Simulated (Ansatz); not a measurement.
GeRh (P2₁3, No. 198, 8 atoms in the cell; start mp-20866; a measured phase of this formula has another space group) was calculated with r²SCAN+rVV10 in Ansatz (PAW).

Output (set-up and result lines):

```
WARN output.stress: scf.convergence.dr2_threshold = 1.6e-8 eV (the default of a walk held to its f_tol) is looser than the 8e-10 eV advised for a printed …
Relaxation: its limit of steps is 80 (relax.max_steps)
Crystal: 8 atoms, lattice volume = 113.202 Å³
Basis set: ecut = 560 eV, 3407 PW (Γ), exchange–correlation on 120×120×120 points (27 copies of the dense FFT grid, shifted against one another)
Bands: 75, of which v1, the nominal top of the filled ones, is band 62 counted from 1 (61 counted from 0)
Symmetry: 12 space group operations
Space group: P213 (ITA 198), of the structure as read, at distance tolerance 4.8e-5 Å
k-points: 119 of 1728 (time reversal used)
Functional: x = r2scan, c = r2scan + rvv10(b = 11.95, C = 0.0093); τ floored in thin density (d = 2e-4 eV/Å³)
SCF iter   1: F=—  HF=-42865.537013 eV  |F-HF|=—  |Δ(HF+E_count)|=         —  Δρ=1.20e-2  dr2=4.31e-2  dr2_τ=6.11e-2
SCF iter   2: F=—  HF=-42865.624850 eV  |F-HF|=—  |Δ(HF+E_count)|=   8.78e-2  Δρ=6.58e-3  dr2=1.88e-2  dr2_τ=1.53e-3
  ...
SCF 1 converged in 8 iterations: F = -42865.632623 eV  dr2 = 5.38e-8
Crystal: 8 atoms, lattice volume = 113.202 Å³
Initial density: handed on by an earlier stage of this run
  ...
Crystal: 8 atoms, lattice volume = 113.202 Å³
SCF 7 converged in 6 iterations: F = -42865.649137 eV  dr2 = 7.21e-8
Crystal: 8 atoms, lattice volume = 113.202 Å³
SCF 8 converged in 3 iterations: F = -42865.649137 eV  dr2 = 4.19e-9
relax step   8: F+E_penalty+E_count = -42865.64913747 eV  Δ(F+E_penalty+E_count) = -1.362e-8 eV  max|allowed force component| = 6.283e-4 eV/Å  Δτ_max = 0.0000 Å  (3 SCF iters, accepted)
Crystal: 8 atoms, lattice volume = 113.202 Å³
SCF iter   1: F=—  HF=-42865.649137 eV  |F-HF|=—  |Δ(HF+E_count)|=         —  Δρ=1.72e-6  dr2=4.18e-9  dr2_τ=1.10e-10
SCF iter   2: F=-42865.649137 eV  HF=-42865.649137 eV  |F-HF|=7.86e-10  |Δ(HF+E_count)|=  4.22e-10  Δρ=1.16e-6  dr2=2.19e-9  dr2_τ=2.46e-11
SCF 9 converged in 2 iterations: F = -42865.649137 eV  dr2 = 2.19e-9
SCF converged after 2 iterations
Free energy (F): -42865.649137 eV
Internal energy: -42865.637784 eV  (E = F + TS)
E sigma→0 (E₀):  -42865.643461 eV
Fermi energy:    18.691236 eV
--- Forces (eV/Å), atoms counted from 1 ---
  atom   1  Ge    -0.00006975     0.00006975    -0.00006975
  atom   2  Ge     0.00006975    -0.00006975    -0.00006975
  atom   3  Ge    -0.00006975    -0.00006975     0.00006975
  atom   4  Ge     0.00006975     0.00006975     0.00006975
  atom   5  Rh    -0.00062808     0.00062808    -0.00062808
  atom   6  Rh     0.00062808    -0.00062808    -0.00062808
  atom   7  Rh    -0.00062808    -0.00062808     0.00062808
  atom   8  Rh     0.00062808     0.00062808     0.00062808
--- Stress (GPa, compression-positive) ---
        1.994629      -0.000000       0.000000
       -0.000000       1.994629       0.000000
        0.000000      -0.000000       1.994629
  P = ⅓ Tr σ = 1.9946 GPa (19.946 kbar)
```

Question: Write an input file that could have produced this run (the log leaves some choices open).

Answer: Several could match; the one computed here: 
Ansatz 0.2 input:
```yaml
crystal:
  lattice:
    - [4.8374675221, 0.0, 0.0]
    - [0.0, 4.8374675221, 0.0]
    - [0.0, 0.0, 4.8374675221]
  atoms:
    - { symbol: Ge, position: [0.1641275335, 0.3358724665, 0.6641275335] }
    - { symbol: Ge, position: [0.3358724665, 0.6641275335, 0.1641275335] }
    - { symbol: Ge, position: [0.6641275335, 0.1641275335, 0.3358724665] }
    - { symbol: Ge, position: [0.8358724665, 0.8358724665, 0.8358724665] }
    - { symbol: Rh, position: [0.8766465987, 0.6233534013, 0.3766465987] }
    - { symbol: Rh, position: [0.6233534013, 0.3766465987, 0.8766465987] }
    - { symbol: Rh, position: [0.3766465987, 0.8766465987, 0.6233534013] }
    - { symbol: Rh, position: [0.1233534013, 0.1233534013, 0.1233534013] }
basis:
  ecutwfc: 560
  ecutrho_ratio: 4
  xc_grid: 3
kpoints:
  mp_grid: { grid: [12, 12, 12] }
hamiltonian:
  xc: r2scan
  dispersion: rvv10
  pseudopotentials: { kind: paw }
scf:
  occupations: { method: fermi_dirac, width: 0.05 }
output:
  forces: true
  stress: true
  eigenvalues: true
relax:
  f_tol: 0.004
  escape_saddle: false
  max_steps: 80
```

The cell is one volume of an energy–volume scan, off the minimum.

The PAW data were made under PBE.

Note: the run has no spin polarisation, so it can have missed a magnetic state. Note: the relaxation could not lower the start's symmetry, so the cell can be a saddle point above a distorted one.

A start named mp-… is a Materials Project structure, which need not be a measured phase.

Ansatz is a quantum-chemistry and plane-wave program.
